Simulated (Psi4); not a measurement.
Psi4 1.11, unrestricted PBE0/def2-svp: [CH2][SiH2]C, charge 0, multiplicity 2, 10 atoms. The geometry is a generated start, not checked to be a minimum at this level.

```json
{
 "task": "energy",
 "method": "pbe0",
 "basis": "def2-svp",
 "memory": "3 GB",
 "maxiter": "100",
 "keys_of_the_molecule_block": "symmetry c1",
 "scf_type": "df (default)",
 "e_convergence": "1e-06 (default)",
 "d_convergence": "1e-06 (default)",
 "dft_radial_points": "75 (default)",
 "dft_spherical_points": "302 (default)",
 "basis_functions": "81",
 "grid_points": "216112"
}
```

```xyz
10

C      1.6431     0.4721     0.0647
Si     0.2175    -0.6293    -0.3351
C     -1.3886     0.1945     0.2594
H      2.6348     0.0973     0.2446
H      1.5592     1.5447     0.1028
H      0.1114    -0.8394    -1.7925
H      0.3886    -1.9366     0.3122
H     -1.4268     0.2570     1.3437
H     -2.2603    -0.3640    -0.0689
H     -1.4789     1.2037    -0.1308
```

Charge 0 and multiplicity 2 are set for this test and not shown to be the ground state.

With the defaults (diis = true, scf_initial_accelerator = adiis, damping_percentage = 0, soscf = false, diis_max_vecs = 10, guess = auto, which took SAD, level_shift = 0, level_shift_cutoff = 0.01) it converges in 9 SCF iterations. One run each on 2 threads, with these changes:
- diis_max_vecs = 6
- guess = sadno
- level_shift = 0.1, level_shift_cutoff = 0.001
- guess = sapgau
- diis = false, scf_initial_accelerator = none, damping_percentage = 60
- damping_percentage = 60
- guess = core
- guess = gwh
- soscf = true

Question: Which runs fail or end elsewhere than the default run?

Answer: No convergence: diis = false, scf_initial_accelerator = none, damping_percentage = 60 (the run ends without SCF convergence in 100 iterations). The rest reach the solution of the defaults.

| setting | SCF iterations | JK calls | end |
|---|---|---|---|
| soscf = true | 5 | 16 | same solution |
| the defaults | 9 | 10 | same solution |
| diis_max_vecs = 6 | 9 | 10 | same solution |
| guess = sapgau | 9 | 9 | same solution |
| level_shift = 0.1, level_shift_cutoff = 0.001 | 9 | 10 | same solution |
| guess = sadno | 10 | 10 | same solution |
| guess = gwh | 11 | 11 | same solution |
| guess = core | 12 | 12 | same solution |
| damping_percentage = 60 | 82 | 83 | same solution |
| diis = false, scf_initial_accelerator = none, damping_percentage = 60 | 100 | 101 | no convergence |

An SOSCF iteration holds several JK calls; a Hückel guess adds calls on atoms.
